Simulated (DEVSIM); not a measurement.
Structure: illuminated Si n-on-p cell, one wavelength, at 300 K.

| layer (left to right) | material | thickness (μm) | Nd (cm⁻³) | Na (cm⁻³) | τn (s) | τp (s) | absorption coefficient (cm⁻¹) |
|---|---|---|---|---|---|---|---|
| 1 | Si | 0.0820 | 1.3e18 | - | 2.1e-6 | 1.1e-6 | 5800 |
| 2 | Si | 29.0 | - | 8.5e15 | 8.2e-6 | 8.2e-6 | 5800 |

Left contact: ohmic, minority hole recombination velocity 300 cm/s. Right contact: ohmic, minority electron recombination velocity 8000 cm/s. Voltage is applied to the left contact. Recombination: SRH at mid-gap, radiative, Auger. Light enters at the left, 3.6e17 photons cm⁻² s⁻¹, one pass, no reflection. Mobility is μmin + (μ − μmin)/(1 + (N/Nref)^α).

This is a model device: material constants are rounded textbook-type values typed into the input, and sizes, dopings and lifetimes were drawn at random. Values at 300 K; Nc and Nv go as T^1.5, mobilities as T to minus their exponent, the gap by Varshni's rule with the affinity fixed.

| parameter | Si |
|---|---|
| gap (eV) | 1.124 |
| affinity (eV) | 4.05 |
| permittivity | 11.7 |
| Nc (cm⁻³) | 2.86e19 |
| Nv (cm⁻³) | 3.1e19 |
| μn (cm²/Vs) | 1417 |
| μp (cm²/Vs) | 470 |
| μn,min | 52 |
| μp,min | 45 |
| Nref,n | 9.7e16 |
| Nref,p | 2.2e17 |
| αn | 0.68 |
| αp | 0.72 |
| T exponent of μn | 2.3 |
| T exponent of μp | 2.2 |
| B (cm³/s) | 4.7e-15 |
| Cn (cm⁶/s) | 2.8e-31 |
| Cp (cm⁶/s) | 9.9e-32 |
| Varshni α (eV/K) | 0.000473 |
| Varshni β (K) | 636 |

Model (solved in DEVSIM): 1D drift-diffusion, Boltzmann statistics, complete ionisation; no tunnelling, impact ionisation, image-force lowering or self-heating.

The temperature was swept, all else fixed.

```json
[
 {"temperature (K)": "250", "share of generated pairs collected at short circuit": "0.982", "fill factor": "0.86", "short-circuit current (mA/cm²)": "56.6", "open-circuit voltage (V)": "0.692"},
 {"temperature (K)": "300", "share of generated pairs collected at short circuit": "0.979", "fill factor": "0.82", "short-circuit current (mA/cm²)": "56.5", "open-circuit voltage (V)": "0.579"},
 {"temperature (K)": "350", "share of generated pairs collected at short circuit": "0.976", "fill factor": "0.77", "short-circuit current (mA/cm²)": "56.3", "open-circuit voltage (V)": "0.464"},
 {"temperature (K)": "400", "share of generated pairs collected at short circuit": "0.974", "fill factor": "0.69", "short-circuit current (mA/cm²)": "56.2", "open-circuit voltage (V)": "0.346"},
 {"temperature (K)": "450", "share of generated pairs collected at short circuit": "0.972", "fill factor": "?", "short-circuit current (mA/cm²)": "56.1", "open-circuit voltage (V)": "?"},
 {"temperature (K)": "500", "share of generated pairs collected at short circuit": "0.969", "fill factor": "0.41", "short-circuit current (mA/cm²)": "55.9", "open-circuit voltage (V)": "0.108"}
]
```

Q: Fill in the missing entries.

A: 
- 450, fill factor: 0.58
- 450, open-circuit voltage (V): 0.226
